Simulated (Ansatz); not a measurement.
Levels about the gap of amorphous Hf$_{18}$O$_{38}$Si (57 atoms in a cell of 742 Å³, 8.61 g/cm³; zone centre alone, so wide bands show as single levels with stretches between that a denser mesh fills), at the geometry that PBE relaxed, where it gives -0.9 GPa on a denser mesh. The participation number counts the atoms over which a state spreads; weights are charges in smoothed Voronoi cells. The levels come from a single point, so bond lengths are those of that geometry. Method of the levels: r2SCAN, scalar-relativistic without spin-orbit coupling (Ansatz, a first-principles code). Sampling: the zone centre alone; Fermi-Dirac width 0.02 eV; no spin polarisation. At PBE the levels at the filled edge of the gap are localised (band-tail or defect states), and the nearest spread-out levels lie 4.1 eV apart at the zone centre.

The cell was made by melting and quenching with the CHGNet potential and then relaxed with DFT. O atoms were pushed apart under 1.9 Å during the dynamics, to hinder bonds among them. The hot cell started wider than the set density and was brought back towards it in steps. It is the lowest in DFT energy of 2 quenches. It is a model cell: composition and starting density were chosen by hand, and all elements were melted together. No dispersion term was used. Its density started from a set value of 8.61 and ended at 8.61 g/cm³. The simulated quench (nominally 450 K/ps over its main leg) is rapid and tends to freeze in more defects than a deposited or slowly cooled glass has. Values belong to this one cell and scatter from quench to quench. The volume was held where the preparation left it and the shape relaxed, at a PBE pressure of -0.9 GPa (tension). Stress components on the final sampling reach 0.9 GPa.

```json
[
 {"E - E(highest filled), eV": "-0.64", "filling": "filled", "participation number": "20.5", "largest on": "O, 3 neighbours", "weight O": "0.95", "weight Hf": "0.05", "weight Si": "0.00"},
 {"E - E(highest filled), eV": "-0.59", "filling": "filled", "participation number": "13.0", "largest on": "O, 2 neighbours", "weight O": "0.95", "weight Hf": "0.05", "weight Si": "0.00"},
 {"E - E(highest filled), eV": "-0.54", "filling": "filled", "participation number": "18.1", "largest on": "O, 3 neighbours", "weight O": "0.95", "weight Hf": "0.05", "weight Si": "0.00"},
 {"E - E(highest filled), eV": "-0.42", "filling": "filled", "participation number": "15.8", "largest on": "O, 2 neighbours", "weight O": "0.95", "weight Hf": "0.04", "weight Si": "0.00"},
 {"E - E(highest filled), eV": "-0.38", "filling": "filled", "participation number": "17.4", "largest on": "O, 2 neighbours", "weight O": "0.95", "weight Hf": "0.05", "weight Si": "0.00"},
 {"E - E(highest filled), eV": "-0.31", "filling": "filled", "participation number": "6.4", "largest on": "O, 3 neighbours", "weight O": "0.96", "weight Hf": "0.04", "weight Si": "0.00"},
 {"E - E(highest filled), eV": "0.00", "filling": "filled", "participation number": "4.5", "largest on": "O, 3 neighbours", "weight O": "0.95", "weight Hf": "0.05", "weight Si": "0.00"},
 {"E - E(highest filled), eV": "4.20", "filling": "empty", "participation number": "23.0", "largest on": "Hf, 6 neighbours", "weight O": "0.45", "weight Hf": "0.55", "weight Si": "0.00"},
 {"E - E(highest filled), eV": "4.41", "filling": "empty", "participation number": "12.7", "largest on": "Hf, 7 neighbours", "weight O": "0.37", "weight Hf": "0.63", "weight Si": "0.00"},
 {"E - E(highest filled), eV": "4.54", "filling": "empty", "participation number": "21.3", "largest on": "Hf, 6 neighbours", "weight O": "0.36", "weight Hf": "0.64", "weight Si": "0.00"},
 {"E - E(highest filled), eV": "4.65", "filling": "empty", "participation number": "21.0", "largest on": "Hf, 6 neighbours", "weight O": "0.41", "weight Hf": "0.58", "weight Si": "0.00"},
 {"E - E(highest filled), eV": "4.74", "filling": "empty", "participation number": "19.7", "largest on": "Hf, 6 neighbours", "weight O": "0.37", "weight Hf": "0.63", "weight Si": "0.01"},
 {"E - E(highest filled), eV": "4.82", "filling": "empty", "participation number": "21.3", "largest on": "Hf, 6 neighbours", "weight O": "0.38", "weight Hf": "0.62", "weight Si": "0.00"},
 {"E - E(highest filled), eV": "4.87", "filling": "empty", "participation number": "28.4", "largest on": "Hf, 6 neighbours", "weight O": "0.37", "weight Hf": "0.63", "weight Si": "0.00"}
]
```

Most localised among these is the filled level at +0.00 eV, on a O atom, which has 3 neighbours (Hf 2.03 Å, Hf 2.04 Å, Hf 2.25 Å).
